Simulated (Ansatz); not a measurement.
Base system: GeS$_{2}$ in the 2H-MoS2 type structure (space group P6_3/mmc, No. 194; a = 3.4275 Å, c = 10.6216 Å; a hypothetical phase, not in the database extracts checked; layered, stacked along the Cartesian z axis). Axes: x lies along a and z along c of the hexagonal cell.

Computed with Ansatz (a quantum-chemistry and plane-wave program), PBE-D3(BJ), PAW, cutoff 420 eV, scalar-relativistic without spin-orbit coupling, earlier PAW set.

Before the change:

| Item | Result |
|---|---|
| Pressure | 0.0 GPa |
| Shortest interatomic distance | 2.502 Å |

Perturbation: compressive biaxial strain of 2.80 % in the plane normal to [001], as in epitaxy on a mismatched substrate; the out-of-plane cell vector and the atoms relax.

### Question
What happens to the pressure?

### Answer
The pressure (mean of the normal stresses, compression positive) goes from zero to 3.4 GPa.

### Question
What does the calculation give for the shortest interatomic distance after the change?

### Answer
The shortest interatomic distance falls by 0.041 Å to 2.461 Å.

Without a gap, meshes like the base's 16×16×5 leave anisotropic stresses uncertain by several tenths of a GPa, and small strain energies with them. No phonon test of stability was made. All final runs are without spin polarisation.
